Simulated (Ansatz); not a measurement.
Density of states of InP (F-43m) below the valence band maximum, HSE06 with spin-orbit coupling, rigid bands run with Ansatz (a first-principles code); cell volume 50.8 Å³.

(energy from edge (eV), 10⁻³ states/eV/cell): (0.006, 17.1); (0.031, 47.2); (0.056, 77.2); (0.081, 111); (0.106, 144); (0.131, 176); (0.156, 203); (0.181, 227); (0.206, 249); (0.231, 270); (0.256, 291); (0.281, 311); (0.319, 340); (0.344, 360); (0.369, 379); (0.394, 398); (0.419, 419); (0.444, 437); (0.469, 459); (0.494, 477); (0.519, 498); (0.544, 518); (0.569, 540); (0.594, 562)

Problem. What effective density of states at 300 K does this give (∫ g(E) exp(−E/k_BT) dE, both spins, divided by the cell's size)?

Solution. 2.1e19 cm⁻³, a density-of-states mass of 0.89 mₑ, valleys and band degeneracy included.

Geometry: cell and atoms relaxed with PBEsol.
